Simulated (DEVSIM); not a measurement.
Device: Si n-i-p diode, at 400 K.

```
layer (left to right)  material  thickness (μm)  Nd (cm⁻³)  Na (cm⁻³)  τn (s)  τp (s)
---------------------  --------  --------------  ---------  ---------  ------  ------
1                            Si           0.570     4.5e17          -  3.3e-7  3.3e-7
2                            Si           0.560          -     2.2e13  3.3e-7  3.3e-7
3                            Si            1.10          -     1.6e19  3.3e-7  3.3e-7
```

Left contact: ohmic. Right contact: ohmic. Voltage is applied to the left contact. Recombination: SRH at mid-gap, radiative. Mobility is μmin + (μ − μmin)/(1 + (N/Nref)^α).

The device is made up for the run: typed textbook-type constants, with dimensions and the other settings drawn at random. Values at 300 K; Nc and Nv go as T^1.5, mobilities as T to minus their exponent, the gap by Varshni's rule with the affinity fixed.

| parameter | Si |
|---|---|
| gap (eV) | 1.124 |
| affinity (eV) | 4.05 |
| permittivity | 11.7 |
| Nc (cm⁻³) | 2.86e19 |
| Nv (cm⁻³) | 3.1e19 |
| μn (cm²/Vs) | 1417 |
| μp (cm²/Vs) | 470 |
| μn,min | 52 |
| μp,min | 45 |
| Nref,n | 9.7e16 |
| Nref,p | 2.2e17 |
| αn | 0.68 |
| αp | 0.72 |
| T exponent of μn | 2.3 |
| T exponent of μp | 2.2 |
| B (cm³/s) | 4.7e-15 |
| Varshni α (eV/K) | 0.000473 |
| Varshni β (K) | 636 |

Simulated with DEVSIM: 1D drift-diffusion, Boltzmann statistics, complete ionisation; no tunnelling, impact ionisation, image-force lowering or self-heating.

Q: Tabulate band edges, carrier densities and field at zero bias.

A: Energies count from the Fermi level of the right contact; mesh points crowd at the junctions.

```
x (μm)   Ec (eV)  Ev (eV)  n (cm⁻³)  p (cm⁻³)  field (V/cm)
-------  -------  -------  --------  --------  ------------
0.000      0.158   -0.938    4.5e17     7.2e7           ≈ 0
0.02714    0.158   -0.938    4.5e17     7.2e7           ≈ 0
0.07830    0.158   -0.938    4.5e17     7.2e7           ≈ 0
0.1862     0.158   -0.938    4.5e17     7.2e7           ≈ 0
0.4117     0.158   -0.938    4.5e17     7.2e7           ≈ 0
0.5020     0.158   -0.938    4.5e17     7.2e7           ≈ 0
0.5499     0.160   -0.936    4.2e17     7.7e7          3400
0.5805     0.229   -0.868    5.8e16     5.6e8         27000
0.6157     0.295   -0.802    8.5e15     3.8e9         14000
0.6898     0.384   -0.713    6.4e14    5.0e10         11000
0.8294     0.533   -0.563    8.4e12    3.8e12         11000
1.026      0.745   -0.352    1.8e10    1.8e15         11000
1.092      0.835   -0.261     1.3e9    2.5e16         19000
1.125      0.954   -0.142     4.2e7    7.7e17         92000
1.158      1.059   -0.038   2000000    1.6e19           ≈ 0
1.216      1.059   -0.038   2000000    1.6e19           ≈ 0
1.337      1.059   -0.038   2000000    1.6e19           ≈ 0
1.573      1.059   -0.038   2000000    1.6e19           ≈ 0
1.981      1.059   -0.038   2000000    1.6e19           ≈ 0
2.124      1.059   -0.038   2000000    1.6e19           ≈ 0
2.190      1.059   -0.038   2000000    1.6e19           ≈ 0
2.230      1.059   -0.038   2000000    1.6e19           ≈ 0
```
